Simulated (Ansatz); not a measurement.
Take Ir in the fcc (Cu type) structure (space group Fm-3m, No. 225; a = 3.8450 Å; relaxed with 0.1 eV smearing) as the base. Axes: x, y, z lie along the cube axes.

All numbers come from r2SCAN (Ansatz, an electronic-structure program, PAW, no spin-orbit coupling).

Before the change:

```
Item        Value
--------  -------
Pressure  0.0 GPa
```

It is then changed as follows: biaxial strain +1.25 %, plane normal [111], relaxed out of plane (Cartesian); in-plane vectors clamped, the third vector and the atoms free.

Task: Estimate the effect on the out-of-plane strain and pressure.

Result: The out-of-plane strain comes out as -0.63 %; the pressure (mean of the normal stresses, compression positive) goes from zero to -6.5 GPa.

No phonon test of stability was made. All final runs are without spin polarisation.
